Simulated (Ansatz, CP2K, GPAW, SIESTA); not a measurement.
One structure in several programs: GaGePt6 (P1, 8 atoms in the cell)

Self-consistent single point, at a second geometry (atoms moved at random). First geometry:

```
CELL_PARAMETERS angstrom
     -2.76055     2.76055     3.97615
      2.76055    -2.76055     3.97615
      2.76055     2.76055    -3.97615
ATOMIC_POSITIONS crystal
  Ga 0.00000 0.00000 0.00000
  Ge 0.50000 0.50000 0.00000
  Pt 0.94343 0.94343 0.39588
  Pt 0.05657 0.45245 0.00000
  Pt 0.54755 0.54755 0.60412
  Pt 0.45245 0.05657 0.00000
  Pt 0.50000 0.00000 0.50000
  Pt 0.00000 0.50000 0.50000
```

Second geometry:
```
CELL_PARAMETERS angstrom
     -2.76055     2.76055     3.97615
      2.76055    -2.76055     3.97615
      2.76055     2.76055    -3.97615
ATOMIC_POSITIONS crystal
  Ga 0.98838 0.00179 0.99017
  Ge 0.51023 0.49886 0.00156
  Pt 0.92162 0.93058 0.38134
  Pt 0.06403 0.45352 0.99315
  Pt 0.54846 0.54353 0.61603
  Pt 0.46668 0.06257 0.02453
  Pt 0.50037 0.00612 0.50638
  Pt 0.00020 0.50304 0.48684
```

Shared settings, as Ansatz (a program for electronic structure) writes them: kpoints.mp_grid.grid = 5 5 5; scf.occupations.method = gaussian; scf.occupations.width = 0.2 eV. Potentials and cutoffs stand in the table.

```csv
code,model,ΔF from the first geometry (meV/atom),pressure (GPa),largest force (eV/Å),cutoff
GPAW,"PBEsol, GPAW PAW datasets PBEsol (made by gpaw-setup)",33.7,-1.49,1.938,600 eV
Ansatz,"PBEsol, PAW files made with PBE",34.0,-1.69,1.941,420 eV
CP2K,"PBEsol, GPW, DZVP-MOLOPT-SR-GTH basis, GTH-PBE potentials (GTH_POTENTIALS)",41.0,0.17,2.251,grid 600 Ry
SIESTA,"GGA PBEsol, numerical atomic orbitals DZP, PseudoDojo PBEsol standard norm-conserving potentials (rewritten from UPF to PSML)",47.6,-1.13,2.624,grid 350 Ry
```

Size of the force on each atom (eV/Å): Sizes of forces hide their directions.

```json
[
 {"code": "GPAW", "Ga1": "0.264", "Ge2": "1.393", "Pt3": "1.938", "Pt4": "0.227", "Pt5": "1.349", "Pt6": "1.269", "Pt7": "0.803", "Pt8": "0.738"},
 {"code": "Ansatz", "Ga1": "0.248", "Ge2": "1.379", "Pt3": "1.941", "Pt4": "0.225", "Pt5": "1.354", "Pt6": "1.299", "Pt7": "0.818", "Pt8": "0.744"},
 {"code": "CP2K", "Ga1": "0.299", "Ge2": "1.521", "Pt3": "2.251", "Pt4": "0.170", "Pt5": "1.620", "Pt6": "1.319", "Pt7": "0.855", "Pt8": "0.814"},
 {"code": "SIESTA", "Ga1": "0.345", "Ge2": "1.773", "Pt3": "2.624", "Pt4": "0.208", "Pt5": "1.908", "Pt6": "1.395", "Pt7": "1.003", "Pt8": "0.890"}
]
```

On Ansatz's run: spin-orbit coupling is off. Spin polarisation is off.

The spread over the programs that give each value: ΔF from the first geometry within 13.9 meV/atom; pressure within 1.86 GPa; largest force within 0.686 eV/Å.

CP2K and SIESTA use small atom-centred bases, whose incompleteness enters pressures, forces and empty levels differently from a plane-wave cutoff. Ansatz's pressure is given at a fixed set of plane waves, as the other plane-wave codes print theirs; with its correction for the finite basis it is -1.62 GPa. In the pressure, CP2K (by 1.76) lies more than 1 GPa from the median of the plane-wave programs. In the force vectors, CP2K (by 0.316) and SIESTA (by 0.692) lie more than 0.08 eV/Å from the median of the plane-wave programs.

The starting cell comes from a database of computed structures (which also holds hypothetical and non-ambient phases and stackings), without a prior relaxation at this level. For this run, on top of that: atoms moved at random.

Keys are those of Ansatz 0.2.
